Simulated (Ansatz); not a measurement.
Take C in the diamond structure (space group Fd-3m, No. 227; a = 3.554 Å) as the base.

All numbers come from Ansatz (a first-principles code), PBEsol, PAW, cutoff 420 eV, no spin-orbit coupling.

Before the change:

| Quantity | Result |
|---|---|
| Smallest direct gap | 5.57 eV |
| Shortest interatomic distance | 1.539 Å |

The change: a hydrostatic pressure of 2.1 GPa.

Problem. How does this affect the smallest direct gap and shortest interatomic distance?

Solution. The smallest direct gap rises by 0.01 eV (5.57 eV → 5.58 eV); the shortest interatomic distance falls by 0.0024 Å to 1.536 Å.

Load acts through the strain it causes; cell and atoms are relaxed under it. No phonon test of stability was made.
